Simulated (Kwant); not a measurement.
System: wire with a side stub in a Ge (holes) two-dimensional gas. Effective mass 0.06 mₑ, grid spacing 8.3 nm, hard walls, nominal width 200 nm (25 grid rows, so walls 215.8 nm apart), one parabolic valley, scattering region 600 nm long along x; energies count from the band bottom; Fermi energy swept from 0.00012534 to 0.0014885 eV. Closed stub on one side, 200 nm wide and 340 nm deep.

The device is made up for the run: typed textbook-type constants, with dimensions and the other settings drawn at random.

Model: effective-mass tight-binding model on a square grid, one spin, coherent transport at 0 K (Kwant). Conductance is in e²/h.

Problem. How many channels do the leads carry at E = 0.629, 0.755, 1.05 meV?

Solution. The hard-wall thresholds are n² ħ²π²/(2mW²) = n² × 0.135 meV with W = 215.8 nm. √(0.629/0.135) = 2.16, so 2. √(0.755/0.135) = 2.37, so 2. √(1.05/0.135) = 2.80, so 2.
